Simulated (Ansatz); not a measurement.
A periodic model of amorphous Si$_{24}$O$_{51}$B$_{2}$:

```xyz
77
Lattice="10.1445 -0.1355 0.0279 -0.1355 10.8174 0.1945 0.0279 0.1945 10.4834" Properties=species:S:1:pos:R:3 pbc="T T T"
Si     2.2977     3.7392    10.0007
Si     7.9056     3.8178     6.0505
Si     6.7902     9.4719     9.9546
Si     7.7006     5.8526     8.5358
Si     9.3820     1.3509     6.3413
Si     5.6682     1.4095     9.7627
Si     9.2928     8.2516     8.3376
Si     1.0939     5.9776     1.2251
Si     2.1821     7.2437     3.8569
Si     4.2211    10.2419     6.3778
Si     6.5390     4.4478     3.5038
Si     6.4331     9.9043     2.3263
Si     8.7229    10.2638     3.9929
Si     6.5390     1.4941     7.0438
Si     8.1580     4.7872     1.0486
Si     6.8932     2.2771     1.6026
Si     1.1055     9.0709    10.4300
Si     3.6233     5.2854     7.5542
Si     2.9466     0.6422     0.5573
Si     0.2824     8.6873     5.5073
Si     3.5339     9.8989     3.2334
Si     9.8680     0.0320     1.0119
Si     5.0988     7.7452     8.2021
Si     4.1318     5.4424     5.2051
O      1.1269     7.3586     5.1130
O      3.0903     4.2220     8.6568
O      3.0695     0.2252     6.9075
O      8.1188     1.0743     7.3638
O      5.4266     8.6743     9.5115
O      9.6421     5.4619     1.2003
O      7.8953     4.6822     7.4263
O      5.0258     4.7794     4.0241
O      3.8198     6.7060     8.3835
O      9.3221     2.9583     5.9897
O      9.2909     1.2187    10.2822
O      3.1057     0.3632     2.1946
O      2.4209     8.6993     3.1467
O      8.2805     3.1488     1.2983
O      6.4963     6.8670     8.0683
O      6.6637     2.7505     6.0147
O      2.2401    10.2071    10.5268
O      6.8033     0.2499     9.5457
O      1.4217     7.3764     0.4508
O      5.7298     0.2746     6.3559
O      0.5720     8.9465     8.8838
O      9.1234     6.6631     8.6191
O      7.0988     5.3162     2.2113
O      9.3166     8.4117     6.7149
O      1.1077     1.1359     0.7671
O      1.3167     9.8582     5.9300
O      7.6597     4.6860     4.6861
O      3.0690     2.3172     0.1944
O      4.6026     8.7506     6.9836
O      7.2342     9.6668     3.7287
O      7.5141     5.2820    10.0635
O      4.4518     0.5435    10.3483
O      1.5961     6.1672     2.7730
O      9.6682     8.9675     4.1651
O      1.9746     4.7917     0.5217
O      3.6375     6.8102     4.4579
O      3.8798    10.2196     4.7865
O      8.0660     9.0378     9.0456
O      4.9126     9.4151     2.5144
O      9.0112     0.4758     5.0176
O      0.7880     3.1125     9.5774
O      2.7595     5.0383     6.1271
O      0.7460     1.0530     6.8542
O      9.3612     0.3006     2.4947
O      7.0524     9.0430     1.0742
O      5.6147     2.0628     8.2697
O      6.8259     0.6708     1.8242
O      5.0287     5.3011     6.6068
O      6.0083     2.4779     0.2533
O      9.9498     9.2950     0.8900
O      6.3482     2.9016     2.9997
B      1.7381     0.1215     6.5219
B      0.3418     2.0492    10.2575
```

Level of theory: PBE, scalar-relativistic without spin-orbit coupling (plane waves to 420 eV, PAW; Ansatz, a program for electronic structure).

The cell was made by melting and quenching with the CHGNet potential and then relaxed with DFT. O atoms were pushed apart under 1.9 Å during the dynamics, to hinder bonds among them. The hot cell started wider than the set density and was brought back towards it in steps. It is the lowest in DFT energy of 2 quenches. It is a model cell: composition and starting density were chosen by hand, and all elements were melted together. No dispersion term was used. Its density started from a set value of 2.18 and ended at 2.18 g/cm³. The simulated quench (nominally 480 K/ps over its main leg) is rapid and tends to freeze in more defects than a deposited or slowly cooled glass has. One small periodic cell is one sample of the glass; other quenches scatter about these values. The volume was held where the preparation left it and the shape relaxed, at a PBE pressure of 0.3 GPa.

Neighbours within Si-Si 2.60 Å, Si-O 2.04 Å, Si-B 2.28 Å, O-O 1.58 Å, O-B 1.80 Å, B-B 1.97 Å count as bonded. Two cations that share two anions don't count as bonded, nor two that share one unless they lie closer than Si-Si 2.38 Å, Si-B 2.09 Å, B-B 1.80 Å.

Give the coordination numbers, mean bond lengths and angles.


```json
{
 "Mean coordination of Si by anions": "4.04 (23 with 4, 1 with 5)",
 "Mean coordination of O": "2.02 (50 with 2, 1 with 3)",
 "Mean coordination of B by anions": "3.00 (2 with 3)",
 "Mean Si-O bond": "1.644 Å (spread 0.037 Å, 97 counted)",
 "Mean O-B bond": "1.390 Å (spread 0.037 Å, 6 counted)",
 "Bond angle at Si": "mean 109.3°, spread 9.3°",
 "Bond angle at O": "mean 134.8°, spread 19.9°",
 "Bond angle at B": "mean 120.0°, spread 9.4°"
}
```

Which atoms depart from the most common coordination of their element?

Si19 has 5 (O56 1.66 Å, O36 1.67 Å, O52 1.72 Å, O41 1.72 Å, O49 1.92 Å); O49 has 3 (B77 1.46 Å, Si22 1.70 Å, Si19 1.92 Å).

List the pairs of like atoms that count as bonded by the rules above.

There are none by these rules.
